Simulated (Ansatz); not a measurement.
Relaxation of the outer planes of the (210) surface of rock-salt CaO in its 1x1 cell (cut with top plane Ca + O, bottom plane Ca + O), outermost plane spacing 1.08 Å in the ideal cut.

Method: PBE (plane waves to 420 eV, PAW; Ansatz, a quantum-chemistry and plane-wave program).

Set-up: 22 atoms, Ca11O11, 10.8 Å thick at the start; mesh 6x5x1; 0.025 eV smearing; dipole correction on; all atoms relaxed; held to the part of the start's symmetry that mesh and held atoms allow; no spin, no spin-orbit, no U.

```json
[
 {"plane": "1", "atoms": "Ca + O", "bulk spacing to the next (Å)": "1.080", "relaxed spacing (Å)": "1.094", "change (%)": "1.3", "rumpling (Å)": "0.02 (Ca outermost)"},
 {"plane": "2", "atoms": "Ca + O", "bulk spacing to the next (Å)": "1.080", "relaxed spacing (Å)": "0.848", "change (%)": "-21.5", "rumpling (Å)": "0.01"}
]
```
